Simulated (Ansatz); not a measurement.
The reference is Mo in the bcc (W type) structure (space group Im-3m, No. 229; relaxed with 0.1 eV smearing).

```
CELL_PARAMETERS angstrom
     -1.56498     1.56498     1.56498
      1.56498    -1.56498     1.56498
      1.56498     1.56498    -1.56498
ATOMIC_POSITIONS crystal
  Mo 0.00000 0.00000 0.00000
```

Method: Ansatz (a program for electronic structure) PBEsol, spin-orbit coupling left out.

Base values:

```
Quantity    Value
--------  -------
Pressure  0.0 GPa
Band gap     zero
```

The change: every lattice vector is stretched by 1.10 %, atoms relaxed at fixed cell.

Task: What happens to the pressure, energy relative to the base and band gap?

Result: The pressure goes from zero to -8.6 GPa; the energy rises by 14 meV/atom; the band gap remains zero.

The cells carry an imposed strain or load. Stability against distortions was not tested. All final runs are without spin polarisation.
